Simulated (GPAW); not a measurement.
Input and output of a self-consistent single point for Bi₂TeSe₂ (R3m, 5 atoms in the cell) (GPAW).

Level of theory: LDA (Perdew-Wang 92), GPAW PAW datasets LDA (gpaw-data 1.0.1) (plane waves; GPAW).

```
CELL_PARAMETERS angstrom
      2.12181     1.22503    10.24649
     -2.12181     1.22503    10.24649
      0.00000    -2.45005    10.24649
ATOMIC_POSITIONS crystal
  Bi 0.60651 0.60651 0.60651
  Bi 0.39679 0.39679 0.39679
  Te 0.21496 0.21496 0.21496
  Se 0.00243 0.00243 0.00243
  Se 0.77932 0.77932 0.77932
```

Reference input (self-consistent single point, DFT PBEsol, plane waves, GPAW PAW datasets PBEsol (made by gpaw-setup)): mode = pw; ecut = 600 eV; xc = PBEsol; kpts = 4 4 4; mesh shift (steps) = 0 0 0; occupations.name = fermi-dirac; occupations.width = 0.05 eV; nbands = -8; convergence.forces = 0.001 eV/Å; convergence.bands = -6; symmetry.symmorphic = false; symmetry.tolerance = 0.0005. This run's input differs from it in these lines:

```diff
@@ -16,3 +16,3 @@
 calc = GPAW(mode=PW(600),
-            xc='PBEsol',
+            xc='LDA',
             kpts={'size': (4, 4, 4), 'gamma': True},
```

Its files differ too (potentials: GPAW PAW datasets LDA (gpaw-data 1.0.1)).

Output (repeated stretches shortened):

```
     iter     time        total  log10-change:
                         energy   eigst   dens  force
iter:   1 --:--:--   -25.046388   -0.24
iter:   2 --:--:--   -24.896340   -1.73  -1.22
iter:   3 --:--:--   -24.536304   -2.20  -1.28
iter:   4 --:--:--   -24.494514   -2.68  -1.54
iter:   5 --:--:--   -24.493480   -3.79  -1.75
iter:   6 --:--:--   -24.470876c  -3.25  -1.78
iter:   7 --:--:--   -24.471960c  -3.95  -2.21
iter:   8 --:--:--   -24.470635c  -4.68  -2.52
iter:   9 --:--:--   -24.470269c  -4.81  -2.68
iter:  10 --:--:--   -24.470146c  -5.43  -2.85
   [... 3 lines left out ...]
iter:  14 --:--:--   -24.470156c  -6.56  -3.36
iter:  15 --:--:--   -24.470152c  -5.91  -3.39
iter:  16 --:--:--   -24.470142c  -7.12  -3.64
iter:  17 --:--:--   -24.470141c  -7.18  -3.88
iter:  18 --:--:--   -24.470139c  -7.85c -4.02c
iter:  19 --:--:--   -24.470138c  -7.51c -4.10c -1.83
iter:  20 --:--:--   -24.470138c  -8.54c -4.30c -2.39
iter:  21 --:--:--   -24.470138c  -8.48c -4.37c -2.17
iter:  22 --:--:--   -24.470138c  -8.92c -4.44c -2.85
iter:  23 --:--:--   -24.470138c  -8.19c -4.47c -2.19
iter:  24 --:--:--   -24.470138c  -9.39c -4.73c -2.95
iter:  25 --:--:--   -24.470138c  -9.98c -4.84c -3.69c
Converged after 25 iterations.

Dipole moment: (-0.000000, -0.000001, -13.973536) |e|*Ang

Energy contributions relative to reference atoms: (reference = -1485748.538774)

Kinetic:        +48.299209
Potential:      -47.897871
External:        +0.000000
XC:             -22.174708
Entropy (-ST):   -0.000254
Local:           -2.696641
SIC:             +0.000000
--------------------------
Free energy:    -24.470264
Extrapolated:   -24.470138

Showing only first 2 kpts
 Kpt  Band  Eigenvalues  Occupancy
  0    22      4.05615    2.00000
  0    23      4.60918    1.98844
  0    24      5.08798    0.02359
  0    25      6.16954    0.00000

  1    22      3.59167    2.00000
  1    23      4.25679    1.99999
  1    24      6.54389    0.00000
  1    25      7.13019    0.00000

Fermi level: 4.86658

Gap: 0.479 eV
Transition (v -> c):
   [... lines left out ...]
Energy (eV): -24.470138

Forces in eV/Ang:
  0 Bi    0.00000    0.00000    0.03963
  1 Bi    0.00000   -0.00000   -0.00727
  2 Te    0.00000    0.00000    0.16785
  3 Se    0.00000   -0.00000   -0.07352
  4 Se    0.00000   -0.00000   -0.12658

Stress tensor:
     0.017769     0.000000    -0.000000
     0.000000     0.017769    -0.000000
    -0.000000    -0.000000     0.020098
Stress (GPa, Voigt): [ 2.8469  2.8469  3.22   -0.     -0.      0.    ]
```

The run converged in 25 iterations. GPAW prints stress with tension positive. Against the reference run the pressure goes from -1.66 to -2.97 GPa, the largest force goes from 0.085 to 0.168 eV/Å and the gap on the mesh goes from 0.505 to 0.479 eV.

The starting cell comes from a database of computed structures (which also holds hypothetical and non-ambient phases and stackings), without a prior relaxation at this level. Spin-orbit coupling is off.

Cost on one core of a shared machine: roughly 2 min.
